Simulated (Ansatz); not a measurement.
Consider interstitial H in anatase TiO2 with all lengths changed by -1 %, charge state +1. Calculation: PBE, PAW (plane waves to 420 eV; Ansatz, an electronic-structure program).

Cell of 108 host sites held at the strained lattice (strain from the relaxed PBE one, atoms relaxed); the Γ point alone; Fermi-Dirac width 0.01 eV, spin-restricted; finite-size errors left in. Static, classical nuclei. The charge state is imposed; whether it is stable for some Fermi level was not computed. Sites that were not tried may lie lower.

Barriers: single points on a 2×2×2 k-point mesh shifted by half a step at the bands' geometries.

The step: several atoms move together, H the farthest. Atoms about the jump, Cartesian Å from the middle of the jump, before and after:

```json
[
 {"atom": "H1", "x0": "0.00", "y0": "0.94", "z0": "-0.97", "x1": "0.00", "y1": "-0.94", "z1": "0.97"},
 {"atom": "O2", "x0": "-0.98", "y0": "0.94", "z0": "-0.88", "x1": "-1.40", "y1": "0.91", "z1": "-0.76"},
 {"atom": "O3", "x0": "-1.40", "y0": "-0.91", "z0": "0.76", "x1": "-0.98", "y1": "-0.94", "z1": "0.88"},
 {"atom": "Ti4", "x0": "-1.38", "y0": "-1.05", "z0": "-1.23", "x1": "-1.36", "y1": "-0.94", "z1": "-1.29"},
 {"atom": "Ti5", "x0": "-1.36", "y0": "0.94", "z0": "1.29", "x1": "-1.38", "y1": "1.05", "z1": "1.23"},
 {"atom": "O6", "x0": "0.54", "y0": "-1.00", "z0": "-1.62", "x1": "0.54", "y1": "-0.94", "z1": "-1.61"},
 {"atom": "O7", "x0": "0.54", "y0": "0.94", "z0": "1.61", "x1": "0.54", "y1": "1.00", "z1": "1.62"},
 {"atom": "O8", "x0": "-1.40", "y0": "2.79", "z0": "0.76", "x1": "-1.34", "y1": "2.84", "z1": "0.80"},
 {"atom": "O9", "x0": "-1.34", "y0": "-2.84", "z0": "-0.80", "x1": "-1.40", "y1": "-2.79", "z1": "-0.76"},
 {"atom": "Ti10", "x0": "-1.37", "y0": "2.93", "z0": "-1.23", "x1": "-1.35", "y1": "2.82", "z1": "-1.24"},
 {"atom": "Ti11", "x0": "-1.35", "y0": "-2.82", "z0": "1.24", "x1": "-1.37", "y1": "-2.93", "z1": "1.23"}
]
```

Where do these atoms stand at the saddle point, and how high is it?


```json
[
 {"atom": "H1", "x": "-0.61", "y": "0.00", "z": "0.00"},
 {"atom": "O2", "x": "-1.10", "y": "0.86", "z": "-0.75"},
 {"atom": "O3", "x": "-1.10", "y": "-0.85", "z": "0.75"},
 {"atom": "Ti4", "x": "-1.43", "y": "-1.05", "z": "-1.40"},
 {"atom": "Ti5", "x": "-1.43", "y": "1.06", "z": "1.40"},
 {"atom": "O6", "x": "0.54", "y": "-1.02", "z": "-1.67"},
 {"atom": "O7", "x": "0.54", "y": "1.03", "z": "1.66"},
 {"atom": "O8", "x": "-1.40", "y": "2.82", "z": "0.81"},
 {"atom": "O9", "x": "-1.40", "y": "-2.81", "z": "-0.81"},
 {"atom": "Ti10", "x": "-1.31", "y": "2.78", "z": "-1.18"},
 {"atom": "Ti11", "x": "-1.31", "y": "-2.77", "z": "1.18"}
]
```
It lies 1.65 eV above the start and 1.65 eV above the end. The saddle point's order was not checked, and it lies on a symmetry element of the cell, where a band can be held.
